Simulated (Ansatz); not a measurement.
Structures of equal composition on the (111) surface of fcc Au: a layer of W in place of the second plane; a layer of W in place of the third plane. The slabs share one bottom face, and each structure is named by its start. These are constructed structures in small cells; real faces may alloy, dewet or reconstruct in larger ones, and not all known structures of the face are among them. Slabs of about 12 Å with all that they carry, Fermi-Dirac smearing of 0.1 eV. Bottom of the slabs: a bare face, its two planes held. Relaxed from the named starts with such symmetry as they have, on meshes of like density; energies extrapolated to zero smearing; no spin-orbit coupling, no U. Spin-polarised runs, if any, are marked in brackets, and their order is one that fits the cell; the others ran without spin.

Computed with PBE (plane waves to 420 eV, PAW; Ansatz, a program for electronic structure).

### Question
Order them by energy per 1x1 cell (lowest first) at the level PBE.

### Answer
a layer of W in place of the third plane (0.000 eV), a layer of W in place of the second plane (0.261 eV)
